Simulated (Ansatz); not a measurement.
NbRu (P4/mmm, No. 123, 2 atoms in the cell; start mp-432), treated with PBEsol (PAW; Ansatz, a program for electronic structure).

Numerical settings: plane-wave cutoff 520 eV, 18×18×16 k mesh (along the axes of the cell as run), Fermi–Dirac smearing 0.05 eV, no spin polarisation, scalar-relativistic PAW data made under PBE.

Cell (relaxed at this level):

```cif
data_NbRu
_chemical_formula_sum 'Nb1 Ru1'
_space_group_name_H-M_alt 'P 1'
_space_group_IT_number 1
_cell_length_a 3.02776
_cell_length_b 3.02776
_cell_length_c 3.37619
_cell_angle_alpha 90.000
_cell_angle_beta 90.000
_cell_angle_gamma 90.000
loop_
_space_group_symop_operation_xyz
  'x, y, z'
loop_
_atom_site_label
_atom_site_type_symbol
_atom_site_fract_x
_atom_site_fract_y
_atom_site_fract_z
_atom_site_occupancy
Nb1 Nb 0.00000 0.00000 0.00000 1
Ru1 Ru 0.50000 0.50000 0.50000 1
```

What does this level give for the bulk modulus B0?


* **bulk modulus B0**: 255 GPa

Note: the run has no spin polarisation, so it can have missed a magnetic state; the bulk modulus is −V dP/dV from two relaxed cells at ±2 % in volume; the relaxation could not lower the start's symmetry, so the cell can be a saddle point above a distorted one.

A start named mp-… is a Materials Project structure, which need not be a measured phase.
